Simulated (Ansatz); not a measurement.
CsNO3 (within 0.1 Å of P3₁, No. 144; cell taken from a computed entry) was calculated with r²SCAN+rVV10 in Ansatz (plane waves, PAW).

Settings: plane-wave cutoff 500 eV, 6×4×4 k mesh (along the axes of the cell as run), Fermi–Dirac smearing 0.05 eV, scalar-relativistic PAW data made under PBE.

Cell (relaxed at this level):

```xyz
45
Lattice="7.5971 0.0005 0.0009 -0.0006 10.7214 0.0001 -0.0007 -5.3604 9.2851" Properties=species:S:1:pos:R:3 pbc="T T T"
Cs     2.6733    -1.7975     7.2309
Cs     2.8483     8.9811     1.0952
Cs     0.1406     1.8001     7.2269
Cs     5.3801     5.2837     7.2313
Cs     2.5494     3.5221     4.0084
Cs     5.0819     5.4897     1.0468
Cs     0.3163     1.8181     0.9603
Cs     0.0167     7.0707     4.2309
Cs     5.2059    -0.0022     4.1138
N      1.0368     5.3396     1.2586
N      1.8279     5.4327     7.4421
N      4.3616     1.5610     0.9841
N      6.8937     9.0899     0.8609
N      6.1017     3.7814     4.0326
N      3.5687     6.9618     3.9953
N      1.2148    -0.3303     4.3652
N      6.2787    -1.4147     7.3894
N      3.7469     1.7468     6.8169
O      5.7965     2.9105     3.1878
O      4.6626     2.4954     0.2090
O      5.0897     0.5304     1.0231
O      0.4341    -0.7197     5.2787
O      0.3390     4.7410     2.1233
O      3.2630     6.6655     5.1717
O      4.7175     2.3871     6.3429
O      3.5423     1.6930     8.0419
O      0.0239     4.2106     9.2332
O      5.4986    -0.4284     7.2701
O      7.1946     9.2941     2.0577
O      2.0173     4.7555     0.7526
O      7.0822     3.6359     4.7916
O      0.7312     6.5066     0.9272
O      5.8876     8.4220     0.5469
O      2.9664     1.1497     6.0233
O      2.5568    -4.7402     8.3152
O      5.4035     4.8293     4.1181
O      0.8219     6.0389     7.0211
O      6.0734    -2.4480     6.7294
O      2.8709     6.5119     3.0446
O      4.5492     7.6920     3.7423
O      1.0099     0.7578     3.7999
O      2.1286     4.2943     7.0200
O      2.1857    -1.0604     4.0475
O      7.2496    -1.3255     8.1807
O      3.3553     1.6229     1.7193
```

What does this level give for the band gap?


- band gap = 3.99 eV (on the SCF k mesh)

Spin–orbit coupling is not included.

Static lattice: no zero-point or thermal effects.

Ansatz is a quantum-chemistry and plane-wave program.
